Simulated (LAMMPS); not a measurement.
System: ZnS (zinc blende), 4096 atoms, at 100 K and 0 GPa, heated as the crystal.

All values are model results, not measurements: classical MD, pair style sw, file CdTeZnSeHgS0.sw, run in LAMMPS.

```
angle (°)  probability per degree, S-Zn-S
---------  ------------------------------
97.50                              0.0000
100.5                              0.0001
103.5                              0.0056
106.5                              0.0764
109.5                              0.1740
112.5                              0.0723
115.5                              0.0049
118.5                              0.0000
```

The data show:
- state found: crystal; no diffusion seen in 30 ps
- most common S-Zn-S angle: in the 3° bin centred on 109.5° (mean of all 109°)
